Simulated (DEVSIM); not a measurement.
Device: Pt/SiO2/n-Ge capacitor, at 300 K.

Layer 1 from the left is SiO2, thickness (nm) 21.0. Layer 2 from the left is Ge, thickness (nm) 350, Nd (cm⁻³) 2.9e18.

Metal gate on the left, work function 5.6 eV. Fixed charge at the semiconductor interface 0 cm⁻² (in units of +e); interface traps 1e10 cm⁻² eV⁻¹, uniform in energy, neutral level at 0.3 of the gap above the valence band.

This is a model device: material constants are rounded textbook-type values typed into the input, and sizes, dopings and lifetimes were drawn at random. Values at 300 K.

SiO2: gap (eV) 9, affinity (eV) 0.9, permittivity 3.9. Ge: gap (eV) 0.664, affinity (eV) 4, permittivity 16, Nc (cm⁻³) 1.04e19, Nv (cm⁻³) 6e18.

Simulated with DEVSIM: 1D Poisson equation in equilibrium, Boltzmann statistics, complete ionisation; no quantum confinement or tunnelling. Metal contacts follow the ideal Schottky-Mott rule: no Fermi-level pinning, no interface dipoles.

**Question.** What does the simulation give for the minimum of the low-frequency capacitance, the flat-band voltage?

**Answer.** minimum of the low-frequency capacitance 0.138 μF/cm²; flat-band voltage 1.57 V.
